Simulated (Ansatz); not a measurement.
## ZnS: pressure 4.5 GPa

Consider ZnS in the zinc blende structure (space group F-43m, No. 216; a = 5.357 Å).

The change: a hydrostatic pressure of 4.5 GPa.

All numbers come from PBEsol/PAW in Ansatz (an electronic-structure program), without spin-orbit coupling. Settings: 11×11×11 k-points, 0.05 eV Fermi–Dirac smearing.

- Volume per atom = 18.26 Å³ (base 19.21 Å³)
- Lattice parameter a = 9.952 bohr (base 10.123 bohr)
- Shortest interatomic distance = 4.309 bohr (base 4.383 bohr)
- Enthalpy H = E + PV relative to the base's energy = +0.53 eV/atom
- Band gap = 2.31 eV (base 2.09 eV)
- Gap character = direct at Γ (base direct at Γ)
- Mean gap deformation potential ΔEg/Δln V = -4.4 eV
- Width of the top valence band = 3.07 eV (base 2.86 eV)
- Electron mass = 0.18 mₑ (at Γ) (base 0.17 mₑ (at Γ))
- Hole mass (degenerate bands, along [100]) = 0.19, 0.62, 0.62 mₑ (at Γ) (base 0.18, 0.68, 0.68 mₑ (at Γ))
- Valley order (the lowest conduction-band minima on the path, energy above the VBM, named in the base's zone) = Γ 2.31 eV; X along ⟨100⟩ 3.05 eV; L along ⟨111⟩ 3.32 eV (base Γ 2.09 eV; X along ⟨100⟩ 3.17 eV; L along ⟨111⟩ 3.24 eV)

Load acts through the strain it causes; cell and atoms are relaxed under it. Masses are band curvatures over ±0.01 Å⁻¹ around the edge. No phonon test of stability was made. Tetrahedral semiconductors of this kind turn to denser phases somewhere between about 1 and 50 GPa; those were not computed, so compressed cells here can lie past the real transition.
